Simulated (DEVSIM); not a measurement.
Structure: abrupt InP p-n junction, at 450 K.

Layer 1 from the left is InP, thickness (μm) 4.40, Na (cm⁻³) 1.1e18, τn (s) 3.1e-10, τp (s) 3.1e-10. Layer 2 from the left is InP, thickness (μm) 210, Nd (cm⁻³) 2.3e14, τn (s) 3.1e-10, τp (s) 3.1e-10.

Left contact: ohmic. Right contact: ohmic. Voltage is applied to the left contact. Recombination: SRH at mid-gap, Auger. Mobility is constant in doping.

Constants are typed, rounded textbook-type inputs, not results; the design itself was drawn at random and stands for no fabricated device. Values at 300 K; Nc and Nv go as T^1.5, mobilities as T to minus their exponent, the gap by Varshni's rule with the affinity fixed.

InP: gap (eV) 1.344, affinity (eV) 4.38, permittivity 12.5, Nc (cm⁻³) 5.7e17, Nv (cm⁻³) 1.1e19, μn (cm²/Vs) 5200, μp (cm²/Vs) 170, T exponent of μn 2, T exponent of μp 2, Cn (cm⁶/s) 9e-31, Cp (cm⁶/s) 9e-31, Varshni α (eV/K) 0.000363, Varshni β (K) 162.

Q: Estimate by hand the built-in potential, the peak field at zero bias, and compare with a numerical solution.

A: 
- Built-in potential: ni = √(Nc Nv) exp(−Eg/2kT) = 2.59e11 cm⁻³ with Eg = 1.295 eV; Vbi = kT/q ln(Na Nd/ni²) = 0.855 V; numerical 0.855 V.
- Peak field at zero bias: depletion approximation: W = √(2εVbi/(qN)) = 2.27 μm with N = 2.30e14 cm⁻³; field = 2Vbi/W = 7550 V/cm; numerical 67600 V/cm (estimate below by 89 %).

Simulated with DEVSIM: 1D drift-diffusion, Boltzmann statistics, complete ionisation; no tunnelling, impact ionisation, image-force lowering or self-heating.
